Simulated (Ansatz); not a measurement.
BSi (P6₃mc, No. 186, 4 atoms in the cell; start mp-978495), treated with r²SCAN (plane waves, PAW; Ansatz, a first-principles code).

Run with plane-wave cutoff 560 eV, 24×24×10 k mesh (along the axes of the cell as run), Fermi–Dirac smearing 0.05 eV, scalar-relativistic PAW data made under PBE.

Cell (relaxed at this level):

```cif
data_B2Si2
_chemical_formula_sum 'Si2 B2'
_space_group_name_H-M_alt 'P63mc'
_space_group_IT_number 186
_space_group_name_Hall 'P 6c -2c'
_cell_length_a 3.16911
_cell_length_b 3.16911
_cell_length_c 5.84630
_cell_angle_alpha 90.000
_cell_angle_beta 90.000
_cell_angle_gamma 120.000
loop_
_atom_site_label
_atom_site_type_symbol
_atom_site_symmetry_multiplicity
_atom_site_Wyckoff_symbol
_atom_site_fract_x
_atom_site_fract_y
_atom_site_fract_z
_atom_site_occupancy
Si1 Si 2 b 0.33333 0.66667 0.35676 1
B1 B 2 b 0.33333 0.66667 0.01823 1
```

Problem. What does this level give for the bulk modulus?

Solution. 
* **bulk modulus**: 124 GPa

The run finds no gap.

Note: the bulk modulus is −V dP/dV from two relaxed cells at ±2 % in volume; the relaxation could not lower the start's symmetry, so the cell can be a saddle point above a distorted one.

The computed numbers hold no vibrational or temperature effects.

Computing time: about 2.1 core-minutes (a rough figure).

A start named mp-… is a Materials Project structure, which need not be a measured phase.
